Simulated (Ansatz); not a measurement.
## BAs (model structure, started from the CdTe type, P6₄22, No. 181, 6 atoms in the cell)

All values below come from LDA (plane waves, PAW; Ansatz, an electronic-structure program).

Run with plane-wave cutoff 520 eV, 18×18×8 k mesh (along the axes of the cell as run), Fermi–Dirac smearing 0.05 eV, scalar-relativistic PAW data made under PBE.

Cell (relaxed with PBEsol):

```
AsB
1.0
    3.42898     0.00000     0.00000
   -1.71449     2.96959     0.00000
    0.00000     0.00000     7.40315
B As
3 3
Direct
  0.00000   0.50000   0.66667
  0.50000   0.50000   0.00000
  0.50000   0.00000   0.33333
  0.00000   0.50000   0.16667
  0.50000   0.50000   0.50000
  0.50000   0.00000   0.83333
```

```yaml
band_gap: 0.38 eV (on the SCF k mesh)
```

Note: the relaxation could raise the start's symmetry but not lower it, so the cell can be a saddle point; cell and atoms aren't relaxed at this level (pressure -3.1 GPa).

Spin–orbit coupling is not included.

Static lattice: no zero-point or thermal effects.

A model structure was made by putting elements into a prototype or built by hand; it is no filed structure, need not be a known phase, and can be a saddle point held by its symmetry.
